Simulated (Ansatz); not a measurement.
The starting structures come from a database of crystals and need not be the phases stable at ambient conditions.

**Evanescent states of Cs$_{2}$NaYF$_{6}$ (Fm-3m, not sure to be the ambient phase, 10 atoms a cell, 19.5 Å³ an atom, -3 GPa at this level) along the normal of (111)**

Method: PBEsol (plane waves, PAW; Ansatz, a quantum-chemistry and plane-wave program).

The gap is the functional's own, uncorrected, and κ follows it; spin-orbit coupling is left out. Mid-gap values are interpolated between the computed energies.

Energies count from the valence-band top; κ is the least over a 6×6 mesh across the current.

| E (eV) | κ (1/Å) | where |
|---|---|---|
| 0.15 | 0.232 | Γ |
| 0.45 | 0.320 | Γ |
| 0.75 | 0.373 | Γ |
| 1.05 | 0.409 | Γ |
| 1.35 | 0.435 | Γ |
| 1.65 | ___ | Γ |
| 1.95 | ___ | Γ |
| 2.25 | ___ | Γ |
| 2.55 | ___ | Γ |
| 2.85 | ___ | Γ |
| 3.15 | ___ | Γ |
| 3.45 | ___ | Γ |
| 3.75 | ___ | Γ |
| 4.05 | ___ | Γ |
| 4.35 | ___ | Γ |
| 4.65 | ___ | Γ |
| 4.95 | ___ | Γ |
| 5.25 | 0.375 | Γ |
| 5.55 | 0.342 | Γ |
| 5.85 | 0.301 | Γ |
| 6.15 | 0.249 | Γ |
| 6.45 | 0.174 | Γ |

Some entries are withheld; supply them.


- 1.65, κ (1/Å): 0.454
- 1.95, κ (1/Å): 0.468
- 2.25, κ (1/Å): 0.477
- 2.55, κ (1/Å): 0.481
- 2.85, κ (1/Å): 0.483
- 3.15, κ (1/Å): 0.481
- 3.45, κ (1/Å): 0.476
- 3.75, κ (1/Å): 0.468
- 4.05, κ (1/Å): 0.457
- 4.35, κ (1/Å): 0.442
- 4.65, κ (1/Å): 0.424
- 4.95, κ (1/Å): 0.402
